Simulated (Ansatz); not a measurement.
SnC (model structure, started from the zincblende type, F-43m, No. 216, 2 atoms in the cell) was calculated with HSE06 (plane waves, PAW; Ansatz, an electronic-structure program).

Numerical settings: plane-wave cutoff 520 eV, 10×10×10 k mesh, finite displacements, scalar-relativistic PAW data made under PBE.

Computed at the level's own relaxed cell.

```
SnC
1.0
    0.00000     2.51430     2.51430
    2.51430     0.00000     2.51430
    2.51430     2.51430     0.00000
C Sn
1 1
Direct
  0.25000   0.25000   0.25000
  0.00000   0.00000   0.00000
```

Harmonic phonon frequencies (cm⁻¹; i marks an imaginary mode; at Γ without the LO shift):

| q point | frequencies |
|---|---|
| Γ | ? |
| X | 145 145 259 602 602 662 |
| L | ? |

Problem. Fill in the missing entries.

Solution. 
- Γ, frequencies: 0 0 0 573 573 573
- L, frequencies: 104 104 253 583 583 665

No imaginary mode appears at these points.

A model structure was made by putting elements into a prototype or built by hand; it is no filed structure, need not be a known phase, and can be a saddle point held by its symmetry.
